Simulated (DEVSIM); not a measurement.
Device: GaAs n-p junction from an implanted or diffused profile, at 400 K.

```csv
layer (left to right),material,thickness (μm),Na (cm⁻³),τn (s),τp (s)
1,GaAs,180,1.4e15,3.1e-9,3.1e-9
```

Added donor profile: 1.6e17 cm⁻³ × exp(−(x − 0 μm)²/(2·(0.048 μm)²)). Left contact: ohmic. Right contact: ohmic. Voltage is applied to the left contact. Recombination: SRH at mid-gap, Auger. Mobility is constant in doping.

Constants are typed, rounded textbook-type inputs, not results; the design itself was drawn at random and stands for no fabricated device. Values at 300 K; Nc and Nv go as T^1.5, mobilities as T to minus their exponent, the gap by Varshni's rule with the affinity fixed.

```tsv
parameter	GaAs
gap (eV)	1.424
affinity (eV)	4.07
permittivity	12.9
Nc (cm⁻³)	4.7e17
Nv (cm⁻³)	9e18
μn (cm²/Vs)	8500
μp (cm²/Vs)	400
T exponent of μn	2.1
T exponent of μp	2.2
Cn (cm⁶/s)	1e-30
Cp (cm⁶/s)	1e-30
Varshni α (eV/K)	0.000541
Varshni β (K)	204
```

Model (solved in DEVSIM): 1D drift-diffusion, Boltzmann statistics, complete ionisation; no tunnelling, impact ionisation, image-force lowering or self-heating.

### Question
Tabulate band edges, carrier densities and field at 5.0 V on the left contact.

### Answer
Energies count from the Fermi level of the right contact; mesh points crowd at the junctions.

| x (μm) | Ec (eV) | Ev (eV) | n (cm⁻³) | p (cm⁻³) | field (V/cm) |
|---|---|---|---|---|---|
| 0.000 | -4.948 | -6.325 | 1.6e17 | 280 | 2800 |
| 0.02532 | -4.937 | -6.314 | 1.2e17 | 170 | 6900 |
| 0.06082 | -4.885 | -6.262 | 2.5e16 | < 1e2 | 25000 |
| 0.1008 | -4.743 | -6.121 | 4.2e14 | < 1e2 | 43000 |
| 0.1574 | -4.485 | -5.862 | 2.3e11 | 18000 | 46000 |
| 0.2016 | -4.281 | -5.659 | 6.4e8 | 340000 | 46000 |
| 0.2515 | -4.056 | -5.433 | 1800000 | 920000 | 45000 |
| 0.4481 | -3.216 | -4.593 | 830000 | 3500000 | 41000 |
| 0.8539 | -1.721 | -3.098 | 750000 | 1.1e7 | 33000 |
| 1.922 | 0.668 | -0.710 | 80000 | 1.6e10 | 12000 |
| 4.479 | 1.060 | -0.317 | 7700 | 1.4e15 | ≈ 0 |
| 14.87 | 1.060 | -0.317 | 26000 | 1.4e15 | ≈ 0 |
| 37.82 | 1.060 | -0.317 | 32000 | 1.4e15 | ≈ 0 |
| 90.00 | 1.060 | -0.317 | 32000 | 1.4e15 | ≈ 0 |
| 153.6 | 1.060 | -0.317 | 32000 | 1.4e15 | ≈ 0 |
| 169.2 | 1.060 | -0.317 | 32000 | 1.4e15 | ≈ 0 |
| 175.8 | 1.060 | -0.317 | 32000 | 1.4e15 | ≈ 0 |
| 178.3 | 1.060 | -0.317 | 32000 | 1.4e15 | ≈ 0 |
| 179.5 | 1.060 | -0.317 | 32000 | 1.4e15 | ≈ 0 |
| 179.8 | 1.060 | -0.317 | 32000 | 1.4e15 | ≈ 0 |
| 179.9 | 1.060 | -0.317 | 32000 | 1.4e15 | ≈ 0 |
| 180.0 | 1.060 | -0.317 | 32000 | 1.4e15 | ≈ 0 |
